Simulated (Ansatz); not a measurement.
Where the default PAW files enter, the runs use the earlier of Ansatz's two default sets.

Crystal: BAs (F-43m, zinc blende, 2 atoms a cell, 14.0 Å³ an atom, -3 GPa at this level); planes in its conventional cell.

Method: r2SCAN (plane waves, PAW; Ansatz, a program for electronic structure).

The gap is the functional's own. No spin-orbit coupling. Mid-gap values are interpolated on the energy grid.

| plane | area of the cell (Å²) | mid-gap κ (1/Å) | largest κ in the gap (1/Å) |
|---|---|---|---|
| (001) | 11.6 | 0.18 | 0.18 |
| (110) | 16.4 | ___ | ___ |

Question: The slowest decay depends on the direction. Supply the withheld values.

Answer: 
- (110), mid-gap κ (1/Å): 0.13
- (110), largest κ in the gap (1/Å): 0.14
